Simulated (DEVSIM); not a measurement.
Structure: illuminated Si n-on-p cell, one wavelength, with a back-surface field, at 300 K.

```tsv
layer (left to right)	material	thickness (μm)	Nd (cm⁻³)	Na (cm⁻³)	τn (s)	τp (s)	absorption coefficient (cm⁻¹)
1	Si	0.180	2.6e18	-	1.5e-7	2.9e-7	9700
2	Si	31.0	-	2.9e17	2.2e-6	2.2e-6	9700
3	Si	1.80	-	9.6e18	2.2e-6	2.2e-6	9700
```

Left contact: ohmic, minority hole recombination velocity 40000 cm/s. Right contact: ohmic, minority electron recombination velocity 30000 cm/s. Voltage is applied to the left contact. Recombination: SRH at mid-gap, radiative. Light enters at the left, 3.5e17 photons cm⁻² s⁻¹, one pass, no reflection. Mobility is μmin + (μ − μmin)/(1 + (N/Nref)^α).

This is a model device: material constants are rounded textbook-type values typed into the input, and sizes, dopings and lifetimes were drawn at random. Values at 300 K.

| parameter | Si |
|---|---|
| gap (eV) | 1.124 |
| affinity (eV) | 4.05 |
| permittivity | 11.7 |
| Nc (cm⁻³) | 2.86e19 |
| Nv (cm⁻³) | 3.1e19 |
| μn (cm²/Vs) | 1417 |
| μp (cm²/Vs) | 470 |
| μn,min | 52 |
| μp,min | 45 |
| Nref,n | 9.7e16 |
| Nref,p | 2.2e17 |
| αn | 0.68 |
| αp | 0.72 |
| B (cm³/s) | 4.7e-15 |

Simulated with DEVSIM: 1D drift-diffusion, Boltzmann statistics, complete ionisation; no tunnelling, impact ionisation, image-force lowering or self-heating.

Tabulate band edges, carrier densities and field at -0.9 V on the left contact, in the dark.

Energies count from the Fermi level of the right contact; mesh points crowd at the junctions.

| x (μm) | Ec (eV) | Ev (eV) | n (cm⁻³) | p (cm⁻³) | field (V/cm) |
|---|---|---|---|---|---|
| 0.000 | 0.962 | -0.162 | 2.6e18 | 1.9e16 | -600 |
| 0.03860 | 0.962 | -0.162 | 2.6e18 | 2.0e16 | ≈ 0 |
| 0.1101 | 0.962 | -0.162 | 2.6e18 | 2.1e16 | ≈ 0 |
| 0.1655 | 0.962 | -0.162 | 2.6e18 | 2.3e16 | 430 |
| 0.2149 | 1.037 | -0.087 | 1.4e17 | 4.3e17 | 150 |
| 0.3192 | 1.037 | -0.087 | 1.4e17 | 4.3e17 | ≈ 0 |
| 0.6270 | 1.037 | -0.087 | 1.4e17 | 4.3e17 | ≈ 0 |
| 2.039 | 1.036 | -0.088 | 1.4e17 | 4.3e17 | ≈ 0 |
| 5.590 | 1.034 | -0.090 | 1.5e17 | 4.4e17 | ≈ 0 |
| 15.68 | 1.027 | -0.097 | 1.7e17 | 4.6e17 | ≈ 0 |
| 25.82 | 1.021 | -0.103 | 2.0e17 | 4.9e17 | ≈ 0 |
| 29.86 | 1.019 | -0.105 | 2.1e17 | 5.0e17 | ≈ 0 |
| 30.74 | 1.018 | -0.106 | 2.2e17 | 5.1e17 | ≈ 0 |
| 31.04 | 1.018 | -0.106 | 2.2e17 | 5.1e17 | ≈ 0 |
| 31.16 | 1.020 | -0.104 | 2.0e17 | 5.4e17 | 3300 |
| 31.20 | 1.094 | -0.030 | 1.1e16 | 9.6e18 | ≈ 0 |
| 31.27 | 1.094 | -0.030 | 1.1e16 | 9.6e18 | ≈ 0 |
| 31.47 | 1.094 | -0.030 | 1.0e16 | 9.6e18 | ≈ 0 |
| 32.28 | 1.094 | -0.030 | 6.9e15 | 9.6e18 | ≈ 0 |
| 32.74 | 1.094 | -0.030 | 5.0e15 | 9.6e18 | ≈ 0 |
| 32.91 | 1.094 | -0.030 | 4.3e15 | 9.6e18 | ≈ 0 |
| 32.98 | 1.094 | -0.030 | 4.0e15 | 9.6e18 | -79 |
